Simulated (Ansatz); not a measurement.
The parent structure is CaF2 in the fluorite structure (space group Fm-3m, No. 225).

```yaml
crystal:
  lattice:
    - [0.00000, 2.71957, 2.71957]
    - [2.71957, 0.00000, 2.71957]
    - [2.71957, 2.71957, 0.00000]
  atoms:
    - { symbol: Ca, position: [0.00000, 0.00000, 0.00000] }
    - { symbol: F, position: [0.25000, 0.25000, 0.25000] }
    - { symbol: F, position: [0.75000, 0.75000, 0.75000] }
```

Cartesian axes are those of the cell as printed.

Method: r2SCAN, PAW, 500 eV (Ansatz, an electronic-structure program; no spin-orbit coupling).

For the base:

```
Item                    Value
-------------------  --------
Pressure             0.00 GPa
Smallest direct gap   8.29 eV
```

One thing is altered: biaxial strain +4.95 %, plane normal [001], relaxed out of plane (Cartesian); in-plane vectors clamped, the third vector and the atoms free.

How does this affect the pressure?

The pressure (mean of the normal stresses, compression positive) goes from zero to -5.48 GPa.

Estimate the effect on the smallest direct gap.

The smallest direct gap decreases by 0.87 eV, from 8.29 eV to 7.42 eV.

No phonon test of stability was made.
